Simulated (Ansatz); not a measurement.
The reference is CdTe in the zinc blende structure (space group F-43m, No. 216; a = 6.618 Å).

Structures relaxed with PBE/PAW in Ansatz (a quantum-chemistry and plane-wave program), no SOC.

Base:

Simulated powder pattern, Cu Kα1, λ = 1.54056 Å (kinematic, ideal powder, no thermal factors, no anomalous dispersion; the 10 strongest lines at most, above 2 %, up to 2θ = 90°):

```
2θ (°)  I/Imax (%)    hkl
------  ----------  -----
23.26          100  (111)
38.44           80  (220)
45.41           49  (311)
55.49           13  (400)
60.97           20  (331)
69.53           27  (422)
74.43           15  (333)
82.36          8.4  (440)
87.04           15  (531)
```

After one change:

Simulated powder pattern, Cu Kα1, λ = 1.54056 Å (kinematic, ideal powder, no thermal factors, no anomalous dispersion; the 10 strongest lines at most, above 2 %, up to 2θ = 90°):

```
2θ (°)  I/Imax (%)
------  ----------
23.68          100
39.15           79
46.26           49
56.56           13
62.17           20
70.94           26
75.97           14
84.14          8.4
88.98           15
```

Task: Which of these changes matches the shifts?
A. pressure 9 GPa
B. pressure 2.1 GPa
C. pressure 4.5 GPa
D. pressure −1 GPa

Result: B, pressure 2.1 GPa. Its volume per atom is 34.38 Å³ against 36.23 Å³, and its space group is F-43m (No. 216).

Load acts through the strain it causes; cell and atoms are relaxed under it. Whether these cells are dynamically stable was not tested. Measured, CdTe leaves this structure (for cinnabar) near 3.53 GPa (temperature not stated; as listed in Datta, Sujoy, Jana, Debnarayan, arXiv (2020)), on rising pressure, with hysteresis.
